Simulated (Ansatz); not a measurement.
Start from Ge in the diamond structure (space group Fd-3m, No. 227; a = 5.622 Å).

All numbers come from DFT with LDA, PAW potentials and a 420 eV plane-wave cutoff in Ansatz (an electronic-structure program), spin-orbit coupling left out.

Strains are applied to the cell and any free atomic positions relax.

One change was made to it. Results:

| quantity | base | after |
|---|---|---|
| energy relative to the base (free energy F) | 0 meV/atom | +9.5 meV/atom |
| pressure | 0.0 GPa | -2.9 GPa |

What was done to the base?
A) isotropic strain −0.50 %
B) isotropic strain +1.50 %
C) isotropic strain +3.00 %
D) isotropic strain +1.00 %
E) isotropic strain −2.50 %

B, isotropic strain +1.50 %. For comparison, the energy relative to the base in the other runs: isotropic strain −2.50 % gives +31 meV/atom; isotropic strain −0.50 % gives +1.1 meV/atom; isotropic strain +3.00 % gives +36 meV/atom; isotropic strain +1.00 % gives +4.3 meV/atom.

Whether these cells are dynamically stable was not tested.
